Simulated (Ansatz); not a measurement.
The decay constant κ of evanescent states in the gap governs leakage through a thin film.

Consider the following.

```xyz
9
Lattice="5.0133 0.0000 0.0000 -2.5066 4.3416 0.0000 0.0000 0.0000 5.4313" Properties=species:S:1:pos:R:3 pbc="T T T"
Si     2.3508     0.0000     0.0000
Si    -1.1754     2.0358     1.8104
Si     1.3312     2.3058     3.6209
O      0.7956     3.7157     4.2630
O     -1.1090     3.1728     0.6421
O      0.3135     1.7948     2.4525
O      3.3022     0.6259     1.1683
O      1.3976     1.1689     4.7892
O      2.8201     2.5468     2.9788
```

Space group of this cell: P3_121. The cell is strained (lengths across the current scaled by 1.02, ions clamped); by r2SCAN its mean pressure is -7.3 GPa.

Transport runs along the normal of the first two printed cell vectors, the (001) (indices of the unstrained crystal) plane of the conventional cell.

The gap is the functional's own, uncorrected, and κ follows it; spin-orbit coupling is left out. Mid-gap values are interpolated between the computed energies.

Problem. Estimate the band gap and the smallest decay constant κ at mid-gap that r2SCAN in Ansatz (an electronic-structure program) returns for this system.

Solution. Gap 6.29 eV on a 12×12×6 mesh; κ = 0.503 1/Å, at the zone centre.
